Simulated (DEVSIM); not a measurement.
Device: illuminated Si n-on-p cell, one wavelength, at 300 K.

```tsv
layer (left to right)	material	thickness (μm)	Nd (cm⁻³)	Na (cm⁻³)	τn (s)	τp (s)	absorption coefficient (cm⁻¹)
1	Si	0.800	7e18	-	2e-7	9.7e-9	110
2	Si	66.0	-	8.4e15	4.4e-7	4.4e-7	110
```

Left contact: ohmic, minority hole recombination velocity 1e6 cm/s. Right contact: ohmic, minority electron recombination velocity 4000 cm/s. Voltage is applied to the left contact. Recombination: SRH at mid-gap, radiative, Auger. Light enters at the left, 2.1e17 photons cm⁻² s⁻¹, one pass, no reflection. Mobility is constant in doping.

This is a model device: material constants are rounded textbook-type values typed into the input, and sizes, dopings and lifetimes were drawn at random. Values at 300 K.

| parameter | Si |
|---|---|
| gap (eV) | 1.124 |
| affinity (eV) | 4.05 |
| permittivity | 11.7 |
| Nc (cm⁻³) | 2.86e19 |
| Nv (cm⁻³) | 3.1e19 |
| μn (cm²/Vs) | 1417 |
| μp (cm²/Vs) | 470 |
| B (cm³/s) | 4.7e-15 |
| Cn (cm⁶/s) | 2.8e-31 |
| Cp (cm⁶/s) | 9.9e-32 |

DEVSIM, 1D drift-diffusion, Boltzmann statistics, complete ionisation; no tunnelling, impact ionisation, image-force lowering or self-heating.

The photon flux was swept, all else fixed.

| photon flux (cm^-2 s^-1) | fill factor | open-circuit voltage (V) | largest power (mW/cm²) | short-circuit current (mA/cm²) |
|---|---|---|---|---|
| 6.3e15 | 0.76 | 0.424 | 0.0966 | 0.298 |
| 2.1e16 | 0.78 | 0.456 | 0.353 | 0.995 |
| 6.3e16 | 0.79 | 0.485 | 1.15 | 2.98 |
| 2.1e17 | 0.80 | 0.517 | 4.13 | 9.95 |
| 6.3e17 | 0.81 | 0.546 | 13.2 | 29.9 |
| 2.1e18 | 0.82 | 0.577 | 47.2 | 99.9 |
| 6.3e18 | 0.82 | 0.606 | 151 | 303 |

From the first row to the last the fill factor goes from 0.76 to 0.82. From the first row to the last the open-circuit voltage goes from 0.424 to 0.606.
